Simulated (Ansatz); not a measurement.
An Ansatz (a first-principles code) input (r2SCAN in Ansatz (plane waves to 500 eV, PAW, no SOC), earlier PAW set):

Ansatz 0.2 input:
```yaml
crystal:
  lattice:
    - [5.1789255007, 0, 0]
    - [-2.5894627504, 4.4850810479, 0]
    - [0, 0, 4.6925649709]
  atoms:
    - { symbol: Ti, position: [0.3486989656, 0.3486989656, 0] }
    - { symbol: Ti, position: [0, 0.6513010344, 0] }
    - { symbol: Ti, position: [0.6513010344, 0, 0] }
    - { symbol: Ti, position: [0.6666666667, 0.3333333333, 0.5] }
    - { symbol: Ti, position: [0.3333333333, 0.6666666667, 0.5] }
    - { symbol: Hf, position: [0, 0, 0.5] }
basis: { ecutwfc: 500, ecutrho_ratio: 4, xc_grid: 4, fft_grid_basis: typed }
kpoints: { mp_grid: { grid: [11, 11, 10] } }
hamiltonian:
  xc: r2scan
  dispersion: none
  pseudopotentials: { azcp: { folder: ./paw }, kind: paw }
scf: { occupations: { method: fermi_dirac, width: 0.05 }, convergence: { dr2_threshold: 0.0000000006 } }
output: { forces: true, stress: true }
checkpoint: { write: state.ck, write_every: 1000 }
```

Which symmetry and how many k-points will the program report, and about how many plane waves at Γ?

Space group P-62m (ITA 189) with 12 operations, k-points 96 of 1210, and 2813 plane waves at Γ.

These are small ordered cells, not random alloys; other orderings at the same x differ. Whether these cells are dynamically stable was not tested. The final runs are not spin-polarised. The cell was made from Ti by this change: x(Hf) = 0.167, 6 atoms, P-62m.
